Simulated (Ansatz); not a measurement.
Cell and atoms of liquid or glassy (it is in mid-quench) Al₂₀Te₃₀: The frame is taken from the quench, at a set temperature of 978 K (mean kinetic temperature of the ramp that ends there 1104 K), run with the CHGNet potential and a short-range wall. The volume is set by the preparation, not predicted. It is a model cell: composition and starting density were chosen by hand, and all elements were melted together. Levels lie close to the Fermi energy in this frame, and no moments were tried. The stretch lasted under a few ps.

```xyz
50
Lattice="11.4853 0.0000 0.0000 0.0000 11.4853 0.0000 0.0000 0.0000 11.4853" Properties=species:S:1:pos:R:3 pbc="T T T"
Al     2.9404     7.8017    10.2940
Al     9.7688     6.0532     3.9431
Al     6.0967     6.8950     9.0497
Al     5.1780     8.3831     2.7279
Al     9.9476     1.0649     6.6624
Al    10.7551     8.9949     7.9696
Al     5.8967     3.9796     0.0184
Al     2.6813     1.8754     8.8947
Al     0.5125     5.5351     5.9142
Al     8.7417     6.0930     1.2268
Al     8.7846     2.4577     1.6428
Al     4.2559     3.4993     6.1865
Al     7.1507     1.9815     6.0882
Al     0.8376     8.6022     0.7776
Al     4.2156     7.5660     5.0707
Al     7.3399     8.2874     5.4814
Al     2.0581    10.8140     4.4297
Al     8.6128    11.3740     9.9523
Al     1.2147     0.4549     0.4771
Al     0.6315     4.0094    10.5286
Te     6.8403     0.8588     0.3748
Te     0.3625     1.0870     2.9855
Te     1.6268     7.6176     7.8111
Te     3.7483     5.4943     9.3010
Te     3.9095     9.5585     6.6126
Te     6.3956    10.8608     5.6955
Te     0.6112     3.7536     7.9314
Te     5.1850     1.9611     4.1393
Te    10.8993     7.3727    10.4908
Te    10.2938    10.3751     5.5864
Te     7.7353     5.1111     9.9869
Te    10.5461     4.1753     1.3519
Te     2.1617     1.4504     6.1027
Te     3.4228    10.4478     9.7961
Te     3.0506     5.2675     4.7886
Te     9.4148     2.7617     4.6351
Te     1.9888     6.2997     0.9727
Te     1.0747     8.0667     3.4242
Te     7.9251     8.0539     2.7304
Te     8.8025     2.0554     8.6391
Te     9.8946    11.2827     0.8194
Te     9.3733     6.5687     6.4518
Te     3.1081     2.7778     0.1793
Te     5.2884     2.3147     8.3239
Te     5.3719     8.1439     0.1903
Te     6.1005     5.8714     6.0022
Te     0.7258    10.8871     9.7460
Te     3.3238    10.7532     2.0976
Te     6.6529     4.7215     2.2704
Te     7.8050     9.2606     8.8309
```

Computed with PBE-D3(BJ), scalar-relativistic without spin-orbit coupling, PAW (Ansatz default set, large-core Te) (plane waves to 420 eV; Ansatz, an electronic-structure program). Sampling: one k-point at (1/4, 1/4, 1/4); Fermi-Dirac width 0.1 eV; no spin polarisation. One k-point is coarse where levels lie close to the Fermi energy, as here: forces can move by some tenths of an eV/Å on a denser mesh.

Problem. What static pressure (without the ions' kinetic part) does the frame have on this sampling and cutoff?

Solution. -0.56 GPa

Problem. Which atoms bear the largest forces, and how large is the r.m.s. force component?

Solution. Al11 (2.35 eV/Å along [-0.73, -0.67, 0.12]), Al19 (2.02 eV/Å along [0.29, 0.29, 0.91]), Te32 (1.77 eV/Å along [0.89, 0.38, -0.24]), Al7 (1.74 eV/Å along [-0.42, -0.53, -0.73]), Te35 (1.73 eV/Å along [-0.93, -0.20, -0.31]), Te47 (1.72 eV/Å along [-0.38, 0.28, -0.88]), Te39 (1.65 eV/Å along [0.42, 0.84, 0.35]), Te43 (1.38 eV/Å along [-0.71, -0.38, -0.60]). The r.m.s. component is 0.63 eV/Å.
